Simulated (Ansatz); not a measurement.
# A series of runs on Re₂Bi (Fd-3m, 6 atoms in the cell)

```
CELL_PARAMETERS angstrom
      0.00000     3.82812     3.82812
      3.82812     0.00000     3.82812
      3.82812     3.82812     0.00000
ATOMIC_POSITIONS crystal
  Re 0.12500 0.12500 0.12500
  Re 0.62500 0.12500 0.12500
  Re 0.12500 0.62500 0.12500
  Re 0.12500 0.12500 0.62500
  Bi 0.75000 0.75000 0.75000
  Bi 0.50000 0.50000 0.50000
```

Base run A: PBEsol, default PAW files made with PBE in Ansatz (an electronic-structure program), self-consistent single point.

Its settings: kpoints.mp_grid.grid = 8 8 8; hamiltonian.xc = pbesol; hamiltonian.pseudopotentials = {kind: paw} (the program's default PAW files); scf.occupations.method = cold; scf.occupations.width = 0.01 Ry.

The starting cell was generated: these elements placed on a structure prototype, without a prior relaxation; it need not be a known phase or ordering of this composition. Spin polarisation is off. Ansatz's pressure includes its estimate of the finite-basis (Pulay) stress.

ΔF is the free energy per atom less that of run A. 

```
run  kpoints.mp_grid.grid, scf.occupations.width  ΔF (meV/atom)  pressure (GPa)  TS (meV/atom)  k-points
---  -------------------------------------------  -------------  --------------  -------------  --------
A                                 8 8 8, 0.01 Ry           0.00           -2.11            0.0        29
B                               6 6 6, 0.0022 Ry            3.1           -2.27            0.4        16
C                               6 6 6, 0.0073 Ry            2.2           -2.26            0.3        16
D                                6 6 6, 0.022 Ry           1.84           -2.34            6.1        16
E                               7 7 7, 0.0022 Ry           0.14           -2.34           -0.1        20
F                               7 7 7, 0.0073 Ry           0.56           -2.31           -0.5        20
G                                7 7 7, 0.022 Ry          -0.77           -2.28            4.3        20
H                               8 8 8, 0.0022 Ry           0.60           -2.05            0.1        29
I                            10 10 10, 0.0022 Ry           0.51           -2.22            0.2        47
J                            10 10 10, 0.0073 Ry           0.36           -2.21            0.6        47
K                             10 10 10, 0.022 Ry          -0.84           -2.27            3.2        47
```

Run F against A: The free energy is nearly the same (within 1 meV/atom) and the pressure goes from -2.11 to -2.31 GPa.

Run J against A: The free energy stays essentially unchanged (within 1 meV/atom) and the pressure moves little (-2.11 to -2.21 GPa).

Keys are those of Ansatz 0.2.
